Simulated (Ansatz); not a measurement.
The reference is SnO₂ in the rutile structure (space group P4_2/mnm, No. 136; a = 4.8276 Å, c = 3.2379 Å). Axes: x, y, z lie along a, b, c of the conventional cell.

(Cell as relaxed with PBE.)

Levels (all Ansatz, a program for electronic structure, PAW, earlier PAW set): PBE (420 eV, without spin-orbit coupling); r2SCAN (500 eV, no SOC).

Each level relaxes its own structure.

| base | PBE | r2SCAN |
|---|---|---|
| volume per atom | 12.58 Å³ | 12.08 Å³ |
| lattice parameter a | 4.828 Å | 4.759 Å |
| band gap | 0.68 eV | 1.79 eV |

Perturbation: biaxial strain +1.36 %, plane normal [001], relaxed out of plane (Cartesian); in-plane vectors clamped, the third vector and the atoms free.

```csv
quantity,PBE,r2SCAN
mean in-plane stress (compression positive),-3.4 GPa,-4.2 GPa
gap character,direct at Γ,direct at Γ
```

PBE's in-plane stress lies 0.8 GPa above r2SCAN's; the two agree on the gap character. Neither level is exact; r2SCAN is the comparison here, not a measurement.

Stability against distortions was not tested.
